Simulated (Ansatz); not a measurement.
GaN (model structure, started from the HgO type, P6₄22, No. 181, 6 atoms in the cell) was calculated with r²SCAN in Ansatz (plane waves, PAW).

Settings: plane-wave cutoff 560 eV, 24×24×8 k mesh (along the axes of the cell as run), Fermi–Dirac smearing 0.05 eV, scalar-relativistic PAW data made under PBE.

Cell (relaxed with PBE-D3(BJ)):

```yaml
crystal:
  lattice:
    - [3.13672, 0.00000, 0.00000]
    - [-1.56836, 2.71648, 0.00000]
    - [0.00000, 0.00000, 7.39606]
  atoms:
    - { symbol: Ga, position: [0.50000, 0.50000, 0.50000] }
    - { symbol: Ga, position: [0.50000, 0.00000, 0.83333] }
    - { symbol: Ga, position: [0.00000, 0.50000, 0.16667] }
    - { symbol: N, position: [0.50000, 0.50000, 0.00000] }
    - { symbol: N, position: [0.50000, 0.00000, 0.33333] }
    - { symbol: N, position: [0.00000, 0.50000, 0.66667] }
```

Give the computed band gap.


band gap: 1.80 eV (on the SCF k mesh)

Note: the relaxation could raise the start's symmetry but not lower it, so the cell can be a saddle point; cell and atoms aren't relaxed at this level (pressure -2.3 GPa).

Spin–orbit coupling is not included.

The computed numbers hold no vibrational or temperature effects.

Computing time: roughly 110 core-seconds.

A model structure was made by putting elements into a prototype or built by hand; it is no filed structure, need not be a known phase, and can be a saddle point held by its symmetry.

Ansatz is a quantum-chemistry and plane-wave program.
